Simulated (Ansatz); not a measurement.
The parent structure is GeSe in the GeS type structure (space group Pnma, No. 62; layered, stacked along the Cartesian x axis).

```yaml
crystal:
  lattice:
    - [10.96143, 0.00000, 0.00000]
    - [0.00000, 3.87567, 0.00000]
    - [0.00000, 0.00000, 4.43211]
  atoms:
    - { symbol: Ge, position: [0.12324, 0.25000, 0.11389] }
    - { symbol: Ge, position: [0.37676, 0.75000, 0.61389] }
    - { symbol: Ge, position: [0.87676, 0.75000, 0.88611] }
    - { symbol: Ge, position: [0.62324, 0.25000, 0.38611] }
    - { symbol: Se, position: [0.85451, 0.25000, 0.49850] }
    - { symbol: Se, position: [0.64549, 0.75000, 0.99850] }
    - { symbol: Se, position: [0.14549, 0.75000, 0.50150] }
    - { symbol: Se, position: [0.35451, 0.25000, 0.00150] }
```

Calculations: DFT with PBE-D3(BJ), PAW potentials and a 420 eV plane-wave cutoff in Ansatz (an electronic-structure program), spin-orbit coupling left out.

Base values:

```
Quantity                                Value
-------------  ------------------------------
Band gap                              0.73 eV
Gap character  indirect, Γ–Z (67 % along) → Γ
```

The change: cell and atoms relaxed at a pressure of 1.8 GPa.

Task: How does this affect the band gap and gap character?

Result: The band gap falls by 0.09 eV to 0.64 eV; the gap character changes from indirect, Γ–Z (67 % along) → Γ to indirect, Γ–Z (67 % along) → Γ–Z (17 % along).

Load acts through the strain it causes; cell and atoms are relaxed under it. Whether these cells are dynamically stable was not tested. The program warned that a D3 coordination switch lies within reach, so dispersion energies are less smooth here.
